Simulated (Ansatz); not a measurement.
The starting structures come from a database of crystals and need not be the phases stable at ambient conditions.

 Where the default PAW files enter, the runs use the earlier of Ansatz's two default sets.

The decay constant κ of evanescent states in the gap governs leakage through a thin film.

Consider the following.

```
NbO5P
1.0
    4.26716     0.00000     0.00000
    0.00000     9.18059     0.00000
    0.00000     4.59030     4.59030
Nb P O
2 2 10
Direct
  0.77752   0.50000   0.50000
  0.22248   0.00000   0.50000
  0.50000   0.50000   0.00000
  0.50000   0.00000   0.00000
  0.19417   0.50000   0.50000
  0.80583   0.00000   0.50000
  0.29383   0.97922   0.82707
  0.29383   0.30629   0.21449
  0.29383   0.02078   0.17293
  0.29383   0.69371   0.78551
  0.70617   0.52078   0.17293
  0.70617   0.19371   0.78551
  0.70617   0.47922   0.82707
  0.70617   0.80629   0.21449
```

Space group of this cell: P4/n. The cell is taken as given; by PBEsol its mean pressure is -6.8 GPa.

Transport runs along the normal of the first two printed cell vectors, the (110) plane of the conventional cell.

The gap is the functional's own. No spin-orbit coupling. Mid-gap values are interpolated on the energy grid.

State the band gap and the smallest decay constant κ at mid-gap according to PBEsol (Ansatz, a quantum-chemistry and plane-wave program).

Gap 3.22 eV on a 8×8×8 mesh; κ = 0.391 1/Å, at the zone centre.
